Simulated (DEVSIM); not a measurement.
System: Pd/SiO2/n-Si capacitor, at 300 K.

| layer (left to right) | material | thickness (nm) | Nd (cm⁻³) |
|---|---|---|---|
| 1 | SiO2 | 4.10 | - |
| 2 | Si | 13000 | 3.8e15 |

Metal gate on the left, work function 5.2 eV. Fixed charge at the semiconductor interface -2.8e11 cm⁻² (in units of +e); no interface traps.

This is a model device: material constants are rounded textbook-type values typed into the input, and sizes, dopings and lifetimes were drawn at random. Values at 300 K.

| parameter | SiO2 | Si |
|---|---|---|
| gap (eV) | 9 | 1.124 |
| affinity (eV) | 0.9 | 4.05 |
| permittivity | 3.9 | 11.7 |
| Nc (cm⁻³) | - | 2.86e19 |
| Nv (cm⁻³) | - | 3.1e19 |

Model (solved in DEVSIM): 1D Poisson equation in equilibrium, Boltzmann statistics, complete ionisation; no quantum confinement or tunnelling. Metal contacts follow the ideal Schottky-Mott rule: no Fermi-level pinning, no interface dipoles.

Question: Tabulate band edges, carrier densities and field at 0.5 V on the gate.

Answer: Energies count from the Fermi level of the right contact; mesh points crowd at the junctions.

| x (μm) | Ec (eV) | Ev (eV) | n (cm⁻³) | p (cm⁻³) | field (V/cm) |
|---|---|---|---|---|---|
| 0.000 | 3.800 | -5.200 | < 1e2 | < 1e2 | 63000 |
| 0.001249 | 3.808 | -5.192 | < 1e2 | < 1e2 | 63000 |
| 0.002809 | 3.818 | -5.182 | < 1e2 | < 1e2 | 63000 |
| 0.004071 | 3.826 | -5.174 | < 1e2 | < 1e2 | 51000 |
| 0.006490 | 0.671 | -0.453 | 1.6e8 | 7.5e11 | -22000 |
| 0.01123 | 0.660 | -0.464 | 2.3e8 | 5.0e11 | -22000 |
| 0.02294 | 0.635 | -0.489 | 6.1e8 | 1.9e11 | -21000 |
| 0.06626 | 0.549 | -0.575 | 1.7e10 | 6.9e9 | -19000 |
| 0.1558 | 0.407 | -0.717 | 4.2e12 | 2.8e7 | -13000 |
| 0.3597 | 0.252 | -0.872 | 1.7e15 | 69000 | -2800 |
| 0.8640 | 0.231 | -0.893 | 3.8e15 | 31000 | ≈ 0 |
| 2.729 | 0.231 | -0.893 | 3.8e15 | 31000 | ≈ 0 |
| 6.364 | 0.231 | -0.893 | 3.8e15 | 31000 | ≈ 0 |
| 10.22 | 0.231 | -0.893 | 3.8e15 | 31000 | ≈ 0 |
| 12.12 | 0.231 | -0.893 | 3.8e15 | 31000 | ≈ 0 |
| 12.64 | 0.231 | -0.893 | 3.8e15 | 31000 | ≈ 0 |
| 12.85 | 0.231 | -0.893 | 3.8e15 | 31000 | ≈ 0 |
| 12.94 | 0.231 | -0.893 | 3.8e15 | 31000 | ≈ 0 |
| 12.98 | 0.231 | -0.893 | 3.8e15 | 31000 | ≈ 0 |
| 13.00 | 0.231 | -0.893 | 3.8e15 | 31000 | ≈ 0 |
| 13.00 | 0.231 | -0.893 | 3.8e15 | 31000 | ≈ 0 |
| 13.00 | 0.231 | -0.893 | 3.8e15 | 31000 | ≈ 0 |
